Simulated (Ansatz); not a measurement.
Ansatz (a first-principles code) run on a (001) slab of NbH (cut from a parent of space group no. 67; 8 atoms in the cell): self-consistent single point.

Method: PBEsol, default PAW files made with PBE (plane waves; Ansatz).

```
NbH
1.0
    3.01298     0.00000     0.00000
   -3.77904     2.91397     0.00000
    0.00000     0.00000    21.36530
H Nb
4 4
Cartesian
  0.56173   0.72849   8.28771
 -1.32779   2.18548   8.28771
  0.56173   0.72849  13.07760
 -1.32779   2.18548  13.07760
 -0.94476   0.72849   9.57539
  0.17870   2.18548   7.00000
 -0.94476   0.72849  14.36530
  0.17870   2.18548  11.78991
```

Reference input (self-consistent single point, DFT, PBEsol, plane waves, default PAW files made with PBE): basis.ecutwfc = 420 eV; kpoints.mp_grid.grid = 10 10 1; hamiltonian.xc = pbesol; hamiltonian.pseudopotentials = {kind: paw} (the program's default PAW files); scf.occupations.method = fermi_dirac; scf.occupations.width = 0.1 eV. This run's input differs from it in these lines:

Ansatz 0.2 input:
```diff
@@ -16,3 +16,3 @@
 basis:
-  ecutwfc: 420.0
+  ecutwfc: 295.0
 kpoints:
```

The program printed (abridged):

```
SCF iter   1: F=—  HF=-18042.437076 eV  |F-HF|=—  |Δ(HF+E_count)|=         —  Δρ=1.64e-2  dr2=8.90e0  ethr=1.77e-3  ⟨swp⟩=8.3  Hψ=5521  notcnv=0
all-band conjugate gradients solve this SCF's bands
preconditioner: auto → LDOS
SCF iter   2: F=—  HF=-18042.132990 eV  |F-HF|=—  |Δ(HF+E_count)|=   3.04e-1  Δρ=4.46e-3  dr2=1.03e-1  ethr=1.77e-3  ⟨swp⟩=2.2  Hψ=1706  notcnv=0
   [... lines left out ...]
SCF iter   6: F=—  HF=-18042.124552 eV  |F-HF|=—  |Δ(HF+E_count)|=   1.13e-5  Δρ=6.34e-5  dr2=2.43e-5  ethr=2.94e-7  ⟨swp⟩=2.3  Hψ=1444  notcnv=0
SCF iter   7: F=—  HF=-18042.124568 eV  |F-HF|=—  |Δ(HF+E_count)|=   1.64e-5  Δρ=1.88e-5  dr2=1.96e-6  ethr=4.34e-8  ⟨swp⟩=2.9  Hψ=2086  notcnv=0
SCF iter   8: F=—  HF=-18042.124568 eV  |F-HF|=—  |Δ(HF+E_count)|=   5.63e-8  Δρ=6.66e-6  dr2=2.92e-7  ethr=3.50e-9  ⟨swp⟩=2.3  Hψ=1790  notcnv=0
SCF iter   9: F=-18042.124568 eV  HF=-18042.124568 eV  |F-HF|=1.33e-8  |Δ(HF+E_count)|=   4.32e-8  Δρ=1.56e-6  dr2=5.19e-9  ethr=1.79e-10  ⟨swp⟩=7.7  Hψ=4668  notcnv=0
SCF 1 converged in 9 iterations: F = -18042.124568 eV  dr2 = 5.19e-9
Free energy (F): -18042.124568 eV
Internal energy: -18041.955180 eV  (E = F + TS)
E sigma→0 (E₀):  -18042.039874 eV
Entropy (-TS):   -0.169389 eV (-21.174 meV/atom)
Fermi energy:    4.797976 eV
--- Forces (eV/Å), atoms counted from 1 ---
  atom   1  H      0.00000000    -0.00000000    -0.29157986
  atom   2  H      0.00000000     0.00000000    -0.29157986
  atom   3  H     -0.00000000    -0.00000000     0.29157986
  atom   4  H     -0.00000000     0.00000000     0.29157986
  atom   5  Nb     0.00000000    -0.00000000    -0.08695793
  atom   6  Nb    -0.00000000     0.00000000     0.90083633
  atom   7  Nb     0.00000000    -0.00000000    -0.90083633
  atom   8  Nb    -0.00000000     0.00000000     0.08695793
--- Stress (GPa, compression-positive) ---
       -5.783800       0.020763       0.000000
        0.020763      -5.772883      -0.000000
        0.000000      -0.000000      -3.107874
  P = ⅓ Tr σ = -4.8882 GPa (-48.882 kbar)
  The stress holds the Pulay correction. Without it, at fixed plane waves, as pw.x and ABINIT print it: P = -6.9301 GPa
```

The run converged in 9 iterations. Against the reference run the free energy goes up by 38.3 meV/atom and the largest force goes from 0.935 to 0.901 eV/Å.

The starting cell comes from a database of computed structures (which also holds hypothetical and non-ambient phases and stackings), without a prior relaxation at this level. The slab is cut from that crystal, and its faces are unrelaxed. Its lattice was rescaled by up to half a per cent. Spin polarisation is off. The cutoff lies below the one recommended for these files.
